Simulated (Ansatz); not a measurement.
Consider BiB in the zinc blende structure (space group F-43m, No. 216; a = 5.491 Å; a hypothetical phase, not in the database extracts checked).

Level of theory: r2SCAN (Ansatz, an electronic-structure program, PAW, without spin-orbit coupling).

For the base:

| Item | Result |
|---|---|
| Valley order | Γ 0.39 eV; L along ⟨111⟩ 0.52 eV; a point along ⟨100⟩, about 0.9 Å⁻¹ from Γ 0.85 eV |

Perturbation: electron doping at 2.0×10^21 cm⁻³ (0.0828 per cell), with a uniform compensating background at fixed cell and a 300 K Fermi–Dirac width.

Question: Estimate the effect on the Fermi level from band edge.

Answer: The Fermi level relative to the doped band's edge (positive inside the band; to 0.05 eV) comes out as +0.65 eV.

Question: What does the calculation give for the valley order after the change?

Answer: The valley order (the lowest conduction-band minima on the path, energy above the VBM, named in the base's zone) changes from Γ 0.39 eV; L along ⟨111⟩ 0.52 eV; a point along ⟨100⟩, about 0.9 Å⁻¹ from Γ 0.85 eV to Γ 0.38 eV; L along ⟨111⟩ 0.51 eV; a point along ⟨100⟩, about 0.9 Å⁻¹ from Γ 0.81 eV.

Carriers are added with a uniform compensating background; total energy and stress of such cells depend on the potential's zero and are not compared; many-body gap narrowing is missing at this level. Spin-orbit coupling, missing from the scalar runs, can matter with Bi. The levels and masses belong to the bands next to the band gap. Whether these cells are dynamically stable was not tested.
